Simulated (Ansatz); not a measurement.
System: MgS (P6₃mc, No. 186, 4 atoms in the cell; start mp-1185942; a measured phase of this formula has another space group). Method: HSE06 (Ansatz, an electronic-structure program, PAW).

Run with plane-wave cutoff 520 eV, 6×6×4 k mesh (along the axes of the cell as run), scalar-relativistic PAW data made under PBE.

Computed at the level's own relaxed cell.

Hill averages of the elastic tensor: K = 59.3 GPa, G = 20.8 GPa. Volume 22.689 Å³/atom, mean atomic mass 28.185 u.

Problem. Work out the density, the sound velocities of a polycrystal and the elastic Debye temperature at this level.

Solution. ρ = 1.66054 × 28.185/22.689 = 2.063 g/cm³. v_l = √[(K + 4G/3)/ρ] = 6.495 km/s and v_t = √(G/ρ) = 3.175 km/s. The mean follows from 3/v_m³ = 1/v_l³ + 2/v_t³: v_m = 3.566 km/s. Θ_D = (ħ/k_B) v_m (6π²/V)^(1/3) = 76.38 K Å s/km × 3.566 × 1.3768 Å⁻¹ = 375 K, counting all atoms of the cell.

Note: the relaxation could not lower the start's symmetry, so the cell can be a saddle point above a distorted one.

A start named mp-… is a Materials Project structure, which need not be a measured phase.
